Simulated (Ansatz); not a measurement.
Consider SiC (space group P6_3mc, No. 186; a = 3.078 Å, c = 10.076 Å).

The change: a hydrostatic pressure of 18 GPa.

Levels (all Ansatz, a first-principles code, PAW, earlier PAW set): PBEsol (420 eV, no spin-orbit coupling); r2SCAN (500 eV, no SOC); HSE06 (420 eV, scalar-relativistic without spin-orbit coupling); PBEsol+SOC (420 eV, noncollinear with spin-orbit coupling).

One geometry, relaxed with PBEsol, under each level:

The valence-band top lists the three highest levels at Γ (Kramers pairs under SOC), from the VBM.

```json
[
 {"level": "PBEsol", "band gap": "2.13 eV", "lowest conduction level above the VBM at special points": "M 2.13 eV; L 2.58 eV; H 3.14 eV; K 3.89 eV", "valence-band top at Γ": "0.00, 0.00, -0.05 eV", "pressure": "18.00 GPa"},
 {"level": "r2SCAN", "band gap": "2.63 eV", "lowest conduction level above the VBM at special points": "M 2.63 eV; L 3.10 eV; H 3.71 eV; K 4.47 eV", "valence-band top at Γ": "–", "pressure": "18.40 GPa"},
 {"level": "HSE06", "band gap": "___", "lowest conduction level above the VBM at special points": "___", "valence-band top at Γ": "–", "pressure": "–"},
 {"level": "PBEsol+SOC", "band gap": "2.13 eV", "lowest conduction level above the VBM at special points": "M 2.13 eV; L 2.58 eV; H 3.13 eV; K 3.88 eV", "valence-band top at Γ": "0.00, -0.01, -0.06 eV", "pressure": "18.00 GPa"}
]
```

Q: Give the withheld HSE06 results.

A: 
- HSE06, band gap: 3.18 eV
- HSE06, lowest conduction level above the VBM at special points: M 3.18 eV; L 3.65 eV; H 4.25 eV; Γ 6.94 eV

Single points use the geometry relaxed with PBEsol. Their cutoffs differ, which shifts pressures a little. HSE06 was sampled on its mesh, a few special points and the semilocal edge points, so its gap is an upper bound. Differences between runs with and without spin-orbit coupling are approximate. Load acts through the strain it causes; cell and atoms are relaxed under it. Whether these cells are dynamically stable was not tested. Competing high-pressure phases were not computed.
